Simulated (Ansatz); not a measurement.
A computed series for hypothetical P4/mmm BaTiHO2: response to strain

The parent structure is BaTiHO2 (space group P4/mmm, No. 123; ferromagnetic; a hypothetical phase, not in the database extracts checked).

```
BaTiHO2
1.0
    3.99405     0.00000     0.00000
    0.00000     3.99405     0.00000
    0.00000     0.00000     3.91378
Ba Ti O H
1 1 2 1
Direct
  0.50000   0.50000   0.50000
  0.00000   0.00000   0.00000
  0.50000   0.00000   0.00000
  0.00000   0.50000   0.00000
  0.00000   0.00000   0.50000
```

Cartesian axes are those of the cell as printed.

Strains are applied to the cell and any free atomic positions relax; under biaxial strain the out-of-plane vector relaxes too.

Levels (all Ansatz, a quantum-chemistry and plane-wave program, PAW): PBEsol (420 eV, without spin-orbit coupling); r2SCAN (500 eV, scalar-relativistic without spin-orbit coupling).

Pressures by level, all at the geometries relaxed with PBEsol:

| case | PBEsol | r2SCAN |
|---|---|---|
| base | 0.0 GPa | 4.7 GPa |
| biaxial strain −2.63 %, plane normal [001], relaxed out of plane | 7.2 GPa | ___ |
| uniaxial strain ε_zz = −4.46 % | 5.0 GPa | ___ |
| strain tensor (xx, yy, zz, yz, xz, xy) = (+0.15, −0.09, +0.26, +0.45, −0.85, +0.12) % | -0.3 GPa | ___ |

Q: Complete the table.

A: 
- biaxial strain −2.63 %, plane normal [001], relaxed out of plane, r2SCAN: 12.3 GPa
- uniaxial strain ε_zz = −4.46 %, r2SCAN: 10.6 GPa
- strain tensor (xx, yy, zz, yz, xz, xy) = (+0.15, −0.09, +0.26, +0.45, −0.85, +0.12) %, r2SCAN: 4.3 GPa

Other magnetic orders, which the real material may have, were not ruled out. Single points use the geometry relaxed with PBEsol. Their cutoffs differ, which shifts pressures a little. Without a gap, meshes like the base's 12×12×12 leave anisotropic stresses uncertain by several tenths of a GPa, and small strain energies with them. No phonon test of stability was made. Seeded moments were not kept for uniaxial strain ε_zz = −4.46 %. No Hubbard U is applied, and correlation can decide whether such a compound is a metal.
